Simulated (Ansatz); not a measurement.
Results of HSE06 (PAW; Ansatz, an electronic-structure program) for CsCl-type CoAl.

Run with plane-wave cutoff 520 eV, 12×12×12 k mesh, Fermi–Dirac smearing 0.097 eV (set by the program), no spin polarisation, scalar-relativistic PAW data made under PBE.

Cell (relaxed at this level):

```xyz
2
Lattice="2.8097 0.0000 0.0000 0.0000 2.8097 0.0000 0.0000 0.0000 2.8097" Properties=species:S:1:pos:R:3 pbc="T T T"
Al     1.4048     1.4048     1.4048
Co     0.0000     0.0000     0.0000
```

**Question.** Predict the elastic constant C44, Voigt–Reuss–Hill shear modulus (Hill average), Poisson ratio, elastic constant C11 and elastic constant C12.

**Answer.** 
* **elastic constant C44**: 166 GPa
* **Voigt–Reuss–Hill shear modulus (Hill average)**: 153 GPa
* **Poisson ratio**: 0.201
* **elastic constant C11**: 384 GPa
* **elastic constant C12**: 114 GPa

Note: hybrids on metals are sensitive to the k mesh; the run warned that the count of filled bands differs between k points.

Elastic constants are with the ions relaxed.

It cost about 60 core-minutes (a rough figure) of CPU time.
